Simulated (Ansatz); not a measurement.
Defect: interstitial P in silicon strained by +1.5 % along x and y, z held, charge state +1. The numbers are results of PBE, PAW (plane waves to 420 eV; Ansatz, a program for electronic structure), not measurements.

Settings: 64 host sites, the strained lattice (strain from the relaxed PBE one, atoms relaxed), a 2×2×2 k-point mesh shifted by half a step, smearing 0.01 eV, spin-restricted, no image-charge correction. Static, classical nuclei. The charge state is imposed; whether it is stable for some Fermi level was not computed. Sites that were not tried may lie lower.

Barriers: single points on a 3×3×3 k-point mesh shifted by half a step at the bands' geometries.

The step: a direct jump of one P atom. Atoms about the jump, Cartesian Å from the middle of the jump, before and after:

```
atom     x0     y0     z0     x1     y1     z1
----  -----  -----  -----  -----  -----  -----
P1     0.56   0.00  -0.62  -0.56   0.00   0.62
Si2    0.10   2.02  -0.01  -0.10   2.02   0.01
Si3    1.46  -0.25   1.49   1.55  -0.28   1.45
Si4   -1.55  -0.28  -1.45  -1.46  -0.25  -1.49
Si5   -0.05  -1.48   2.80   0.02  -1.52   2.84
Si6   -0.02  -1.52  -2.84   0.05  -1.48  -2.80
Si7   -2.86  -1.50   0.05  -2.87  -1.51  -0.02
Si8    2.87  -1.51   0.02   2.86  -1.50  -0.05
Si9   -1.40  -2.83   1.38  -1.40  -2.83   1.38
Si10   1.40  -2.83  -1.38   1.40  -2.83  -1.38
```

Task: Predict the transition state.

Result: 
```csv
atom,x,y,z
P1,-0.02,-0.03,-0.06
Si2,-0.02,2.09,-0.06
Si3,1.58,-0.45,1.46
Si4,-1.61,-0.45,-1.59
Si5,-0.02,-1.62,2.75
Si6,-0.02,-1.62,-2.88
Si7,-2.91,-1.64,-0.05
Si8,2.87,-1.64,-0.07
Si9,-1.41,-2.93,1.31
Si10,1.38,-2.93,-1.44
```
It lies 0.53 eV above the start and 0.53 eV above the end. The saddle point's order was not checked, and it lies on a symmetry element of the cell, where a band can be held.
